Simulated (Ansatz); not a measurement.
Worked calculations on one periodic cell of amorphous Si24O48C: Si24O48C, 73 atoms, volume 1097.5 Å³, made by a melt-quench on the CHGNet potential and relaxed with DFT. O atoms were pushed apart under 1.9 Å during the dynamics, to hinder bonds among them. It is a model cell: composition and starting density were chosen by hand, and all elements were melted together. Cycles of charging were run to anneal it. These are PBE, scalar-relativistic without spin-orbit coupling (plane waves to 420 eV, PAW; Ansatz, a program for electronic structure) values and carry that method's errors. Sampling: a 2×2×2 Γ-centred mesh; Fermi-Dirac width 0.01 eV; collinear spin, started from moments on atoms (the moments died out). Its volume was held where the quench left it, its shape was free, and it stands at a mean pressure of -1.5 GPa with stress components up to 2.7 GPa; the relaxation ran on the zone centre alone. Its density went from a set 2.20 to 2.20 g/cm³. The cell is small and was quenched far faster than a real film, so it is one sample of the glass.

Four energies for an added electron at PBE on the zone centre alone (charged cells in a uniform background, spin-polarised): neutral at the neutral geometry -42815.640 eV; charged at the neutral geometry -42809.227 eV; charged and relaxed -42809.570 eV; neutral at the charged geometry -42814.385 eV.

### Question
Find the two relaxation energies and their sum, the reorganisation energy.

### Answer
On charging: -42809.227 − (-42809.570) = 0.343 eV. On discharging: -42814.385 − (-42815.640) = 1.255 eV. The sum is 1.598 eV. The carrier's level spreads over 5 of the 73 atoms' worth, so it counts as localised, most on one Si atom with neighbours O 1.65 Å, O 1.66 Å, O 1.69 Å, Si 2.55 Å (neutral geometry). The values are uncorrected: the image energy of a point charge in this cell, 2.84 × 14.40 / (2 × 10.3) = 2.0 eV before screening, is screened by electrons alone at the fixed geometry and by ions too after relaxing, and the carrier can be spread before it relaxes, so each term can be off by up to that value times 1/ε∞, some tenths of an eV. PBE's self-interaction favours spread-out carriers, so a hybrid can localise more.

Four energies for a hole at PBE on the zone centre alone (charged cells in a uniform background, spin-polarised): neutral at the neutral geometry -42815.640 eV; charged at the neutral geometry -42817.443 eV; charged and relaxed -42818.401 eV; neutral at the charged geometry -42813.803 eV.

### Question
Find the two relaxation energies and their sum, the reorganisation energy.

### Answer
On charging: -42817.443 − (-42818.401) = 0.958 eV. On discharging: -42813.803 − (-42815.640) = 1.837 eV. The sum is 2.795 eV. The carrier's level spreads over 4 of the 73 atoms' worth, so it counts as localised, most on one Si atom with neighbours O 1.65 Å, O 1.69 Å (neutral geometry). The values are uncorrected: the image energy of a point charge in this cell, 2.84 × 14.40 / (2 × 10.3) = 2.0 eV before screening, is screened by electrons alone at the fixed geometry and by ions too after relaxing, and the carrier can be spread before it relaxes, so each term can be off by up to that value times 1/ε∞, some tenths of an eV. PBE's self-interaction favours spread-out carriers, so a hybrid can localise more.
